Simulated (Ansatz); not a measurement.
Worked example: self-consistent single point of SnSe2 (P3m1, 3 atoms in the cell) in Ansatz (an electronic-structure program).

Computed with LDA (PW92), PAW files made with PBE (plane waves; Ansatz).

The change in words: 1 x 1 x 1 supercell, one Se atom moved by 0.02 angstrom along z. Reference geometry:
```
CELL_PARAMETERS angstrom
      1.89928    -3.28966     0.00000
      1.89928     3.28966     0.00000
      0.00000     0.00000     6.12158
ATOMIC_POSITIONS crystal
  Sn 0.00000 0.00000 0.00000
  Se 0.33333 0.66667 0.25000
  Se 0.66667 0.33333 0.75000
```

Reference input (self-consistent single point, DFT, LDA (PW92), plane waves, PAW files made with PBE): basis.ecutwfc = 30.9 Ry; kpoints.mp_grid.grid = 8 8 4; hamiltonian.xc = lda; hamiltonian.pseudopotentials = {kind: paw} (the program's default PAW files); scf.occupations.method = fermi_dirac; scf.occupations.width = 0.0037 Ry. This run's input differs from it in these lines:

```diff
@@ -7,3 +7,3 @@
     - { symbol: Sn, position: [0.000000, 0.000000, 0.000000] }
-    - { symbol: Se, position: [0.333333, 0.666667, 0.250000] }
+    - { symbol: Se, position: [0.333333, 0.666667, 0.253267] }
     - { symbol: Se, position: [0.666667, 0.333333, 0.750000] }
```

The program printed (abridged):

```
SCF iter   1: F=—  HF=-16647.516839 eV  |F-HF|=—  |Δ(HF+E_count)|=         —  Δρ=3.10e-2  dr2=1.56e0  ethr=3.10e-3  ⟨swp⟩=6.6  Hψ=4409  notcnv=0
all-band conjugate gradients solve this SCF's bands
preconditioner: auto → Resta (q_TF=auto, 2.507 Å⁻¹)
SCF iter   2: F=—  HF=-16647.149531 eV  |F-HF|=—  |Δ(HF+E_count)|=   3.67e-1  Δρ=1.54e-2  dr2=2.30e-1  ethr=3.10e-3  ⟨swp⟩=2.2  Hψ=1445  notcnv=0  defer=16
   [... lines left out ...]
SCF iter   5: F=—  HF=-16647.076663 eV  |F-HF|=—  |Δ(HF+E_count)|=   2.25e-4  Δρ=4.05e-4  dr2=1.17e-4  ethr=2.00e-6  ⟨swp⟩=2.0  Hψ=1769  notcnv=0  defer=16
SCF iter   6: F=—  HF=-16647.076705 eV  |F-HF|=—  |Δ(HF+E_count)|=   4.22e-5  Δρ=9.97e-5  dr2=8.24e-6  ethr=2.55e-7  ⟨swp⟩=2.7  Hψ=1800  notcnv=0  defer=16
SCF iter   7: F=—  HF=-16647.076708 eV  |F-HF|=—  |Δ(HF+E_count)|=   3.37e-6  Δρ=2.61e-5  dr2=4.72e-7  ethr=1.79e-8  ⟨swp⟩=2.1  Hψ=1591  notcnv=0  defer=16
SCF iter   8: F=-16647.076709 eV  HF=-16647.076709 eV  |F-HF|=7.66e-9  |Δ(HF+E_count)|=   4.17e-7  Δρ=4.69e-6  dr2=3.48e-8  ethr=2.17e-10  ⟨swp⟩=8.5  Hψ=4724  notcnv=0
SCF 1 converged in 8 iterations: F = -16647.076709 eV  dr2 = 3.48e-8
Free energy (F): -16647.076709 eV
Internal energy: -16647.076620 eV  (E = F + TS)
E sigma→0 (E₀):  -16647.076664 eV
Entropy (-TS):   -0.000089 eV (-0.030 meV/atom)
Fermi energy:    8.064699 eV
--- Forces (eV/Å), atoms counted from 1 ---
  atom   1  Sn    -0.00000000    -0.00000000     0.15622632
  atom   2  Se    -0.00000000     0.00000000     0.31415181
  atom   3  Se     0.00000000     0.00000000    -0.47036059
--- Stress (GPa, compression-positive) ---
        0.423026       0.000000       0.000000
        0.000000       0.423026       0.000000
        0.000000       0.000000       1.498012
  P = ⅓ Tr σ = 0.7814 GPa (7.814 kbar)
  The stress holds the Pulay correction. Without it, at fixed plane waves, as pw.x and ABINIT print it: P = 0.7642 GPa
```

The run converged in 8 iterations. Against the reference run the free energy drops by 2.7 meV/atom, the pressure goes from 1.17 to 0.78 GPa, the largest force goes from 0.493 to 0.470 eV/Å and the gap on the mesh moves little (0.687 to 0.679 eV).

The starting cell has typed, rounded lattice constants, without a prior relaxation at this level. Its lattice was rescaled by up to half a per cent. For this run, on top of that: 1 x 1 x 1 supercell, one Se atom moved by 0.02 angstrom along z. Ansatz's pressure includes its estimate of the finite-basis (Pulay) stress.

Keys are those of Ansatz 0.2.
